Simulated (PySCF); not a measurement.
Rock-salt NaH was calculated with Hartree–Fock (GTH pseudopotentials, Gaussian basis, DZ basis; PySCF).

The same calculation (at the measured cell, 14.455 Å³/atom) with different numerical settings:

```
run  k mesh  gap on the mesh (eV)  total energy (eV/atom)
---  ------  --------------------  ----------------------
1     2×2×2                12.588               -657.9050
2     3×3×3                14.134               -657.8739
3     4×4×4                11.644               -657.8275
```

In the column gap on the mesh (eV) the first row differs from the last by +0.944 and the next to last by +2.490.

The last row is no converged limit: other settings stay fixed.
